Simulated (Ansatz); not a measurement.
**ZnSe: response to strain**

Take ZnSe in the zinc blende structure (space group F-43m, No. 216; a = 5.5675 Å) as the base. Axes: x, y, z lie along the cube axes.

Strains are applied to the cell and any free atomic positions relax.

Computed with Kohn–Sham DFT with the LDA functional, run in Ansatz (a program for electronic structure) with PAW and 420 eV plane waves, no spin-orbit coupling.

Notes on the quantities. pressure: mean of the normal stresses, compression positive.

| case | electron mass | band gap | pressure | volume per atom |
|---|---|---|---|---|
| base | 0.090 mₑ (at Γ) | 1.25 eV | 0.00 GPa | 21.57 Å³ |
| uniaxial strain ε_zz = −2.50 % | 0.095 mₑ (at Γ) | 1.29 eV | 1.90 GPa | 21.03 Å³ |
| uniaxial strain ε_zz = −2.00 % | 0.094 mₑ (at Γ) | 1.28 eV | 1.50 GPa | 21.14 Å³ |
| uniaxial strain ε_zz = −1.50 % | 0.093 mₑ (at Γ) | 1.27 eV | 1.11 GPa | 21.25 Å³ |
| uniaxial strain ε_zz = −1.00 % | 0.092 mₑ (at Γ) | 1.27 eV | 0.73 GPa | 21.36 Å³ |
| uniaxial strain ε_zz = +0.50 % | 0.089 mₑ (at Γ) | 1.22 eV | -0.36 GPa | 21.68 Å³ |
| uniaxial strain ε_zz = +1.00 % | 0.088 mₑ (at Γ) | 1.20 eV | -0.70 GPa | 21.79 Å³ |
| uniaxial strain ε_zz = +1.50 % | 0.087 mₑ (at Γ) | 1.17 eV | -1.04 GPa | 21.90 Å³ |
| uniaxial strain ε_zz = +2.00 % | 0.086 mₑ (at Γ) | 1.14 eV | -1.37 GPa | 22.00 Å³ |
| uniaxial strain ε_zz = +3.00 % | – | 1.09 eV | -2.00 GPa | 22.22 Å³ |

Masses are band curvatures over ±0.01 Å⁻¹ around the edge. No phonon test of stability was made.
